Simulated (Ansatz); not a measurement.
The reference is ZrSi in the rock salt structure (space group Fm-3m, No. 225; a = 5.3423 Å; a hypothetical phase, not in the database extracts checked; relaxed with 0.1 eV smearing). Axes: x, y, z lie along the cube axes.

Computed with Ansatz (a program for electronic structure), PBEsol, PAW, cutoff 420 eV, no spin-orbit coupling, earlier PAW set.

A first run, uniaxial strain ε_xx = −1.08 %, gives secant values C11 ≈ 300 GPa and C12 ≈ 38 GPa from its stress. A second run applies isotropic strain −1.15 %.

### Question
What does linear elasticity predict for the bulk modulus −ΔP/(ΔV/V₀) in the second run, and what does the run give?

### Answer
Linear elasticity: (C11 + 2 C12)/3 = 130 GPa. The run gives 130 GPa; any difference comes from nonlinear terms at these strains and numerical noise.

Whether these cells are dynamically stable was not tested. All final runs are without spin polarisation.
